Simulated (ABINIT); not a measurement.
Input and output of a self-consistent single point for KF (Fm-3m, 2 atoms in the cell) (ABINIT).

Method of the run: PBE, PAW (JTH v2.0 PBE PAW) (plane waves; ABINIT).

The change in words: lattice scaled by 0.98. Reference geometry:
```
KF
1.0
    0.00000     2.67500     2.67500
    2.67500     0.00000     2.67500
    2.67500     2.67500     0.00000
K F
1 1
Direct
  0.00000   0.00000   0.00000
  0.50000   0.50000   0.50000
```

Reference input (self-consistent single point, DFT, PBE, plane waves, PAW (JTH v2.0 PBE PAW)): pseudos = [K.GGA_PBE-JTH.xml, F.GGA_PBE-JTH.xml]; ecut = 24 Ha; pawecutdg = 48 Ha; pawxcdev = 0; ixc = 11; occopt = 3; tsmear = 0.01 eV; ngkpt = 9 9 9; nshiftk = 1; shiftk = 0 0 0; potentials = JTH v2.0 PBE PAW; nband = 13. This run's input differs from it in these lines:

```diff
@@ -5,5 +5,5 @@
 rprim
-         0.0000000000    5.0550173834    5.0550173834
-         5.0550173834    0.0000000000    5.0550173834
-         5.0550173834    5.0550173834   -0.0000000000
+        -0.0000000000    4.9539170357    4.9539170357
+         4.9539170357   -0.0000000000    4.9539170357
+         4.9539170357    4.9539170357   -0.0000000000
 natom 2
```

Log, with long lists cut:

```
--- !BeginCycle
solver: {iscf: 17, nstep: 50, nline: 4, wfoptalg: 10, }
tolerances: {tolvrs: 1.00E-12, }
...

     iter   Etot(hartree)      deltaE(h)  residm     nres2
 ETOT  1  -52.955027805065    -5.296E+01 1.236E-01 2.391E+01
 ETOT  2  -53.037563442149    -8.254E-02 1.488E-02 1.721E+01
 ETOT  3  -53.024780681526     1.278E-02 4.271E-03 1.975E+00
 ETOT  4  -53.024045632752     7.350E-04 2.438E-03 6.719E-01
 ETOT  5  -53.024077158457    -3.153E-05 1.766E-03 3.064E-02
   [... 6 lines left out ...]
 ETOT 12  -53.024151350357     1.663E-12 2.430E-04 1.981E-10
 ETOT 13  -53.024151350358    -1.030E-12 4.939E-05 1.283E-10
 ETOT 14  -53.024151350358     4.476E-13 1.588E-04 3.979E-12
 ETOT 15  -53.024151350358     4.405E-13 2.795E-05 7.011E-14
 At SCF step   15       nres2   =  7.01E-14 < tolvrs=  1.00E-12 =>converged.

 Cartesian components of stress tensor (hartree/bohr^3)
  sigma(1 1)= -1.26061182E-04  sigma(3 2)=  0.00000000E+00
  sigma(2 2)= -1.26061182E-04  sigma(3 1)=  0.00000000E+00
  sigma(3 3)= -1.26061182E-04  sigma(2 1)=  0.00000000E+00

 ----iterations are completed or convergence reached----

 reduced coordinates (array xred) for    2 atoms
       0.000000000000      0.000000000000      0.000000000000
       0.500000000000      0.500000000000      0.500000000000
 cartesian forces (eV/Angstrom) at end:
    1     -0.00000000000000    -0.00000000000000    -0.00000000000000
    2     -0.00000000000000    -0.00000000000000    -0.00000000000000
 frms,max,avg= 0.0000000E+00 0.0000000E+00   0.000E+00  0.000E+00  0.000E+00 e/A
   [... lines left out ...]
 Fermi (or HOMO) energy (hartree) =   0.16052   Average Vxc (hartree)=  -0.31604
   [... lines left out ...]
'-kT*entropy'       :  2.50878584706553E-16
total_energy        : -5.30241514821150E+01
total_energy_eV     : -1.44286053983062E+03
...

-Cartesian components of stress tensor (GPa)         [Pressure=  3.7088E+00 GPa]
- sigma(1 1)= -3.70884741E+00  sigma(3 2)=  0.00000000E+00
- sigma(2 2)= -3.70884741E+00  sigma(3 1)=  0.00000000E+00
- sigma(3 3)= -3.70884741E+00  sigma(2 1)=  0.00000000E+00

 Calculation completed.
```

The run converged in 15 iterations. Against the reference run the free energy goes up by 18.6 meV/atom, the pressure goes from 1.23 to 3.71 GPa and the gap on the mesh goes from 6.153 to 6.482 eV.

The starting cell has typed, rounded lattice constants, without a prior relaxation at this level. For this run, on top of that: lattice scaled by 0.98. With a pressure of about 4 GPa the cell is away from its equilibrium volume at this level.

Cost on one core of a shared machine: roughly 30 s.
